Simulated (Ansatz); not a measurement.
An Ansatz (a quantum-chemistry and plane-wave program) input (PBEsol (Ansatz, PAW, without spin-orbit coupling)):

Ansatz 0.2 input:
```yaml
crystal:
  lattice:
    - [3.8489910176, 0, 0]
    - [0, 3.8489910176, 0]
    - [0, 0, 3.8489910176]
  atoms:
    - { symbol: Sr, position: [0, 0, 0] }
    - { symbol: V, position: [0.5, 0.5, 0.5] }
    - { symbol: O, position: [0, 0.5, 0.5] }
    - { symbol: O, position: [0.5, 0.5, 0] }
    - { symbol: O, position: [0.5, 0, 0.5] }
basis: { ecutwfc: 420, ecutrho_ratio: 4, xc_grid: 2, fft_grid_basis: typed }
kpoints: { mp_grid: { grid: [12, 12, 12] } }
hamiltonian:
  xc: pbesol
  dispersion: none
  pseudopotentials: { kind: paw }
scf: { occupations: { method: fermi_dirac, width: 0.05 }, convergence: { dr2_threshold: 0.0000000005 } }
relax: { f_tol: 0.005, max_steps: 50 }
output: { forces: true, stress: true }
checkpoint: { write: state.ck, write_every: 1000 }
```

Q: Which symmetry and how many k-points will the program report, and about how many plane waves at Γ?

A: Space group Pm-3m (ITA 221) with 48 operations, k-points 84 of 1728, and 1141 plane waves at Γ.

Q: And the final pressure?

A: -5.80 GPa (compression positive).

The cells carry an imposed strain or load. Whether these cells are dynamically stable was not tested. No Hubbard U is applied, and correlation can decide whether such a compound is a metal. All final runs are without spin polarisation. The cell was made from SrVO3 in the cubic perovskite structure (space group Pm-3m, No. 221) by this change: isotropic strain +1.04 %.
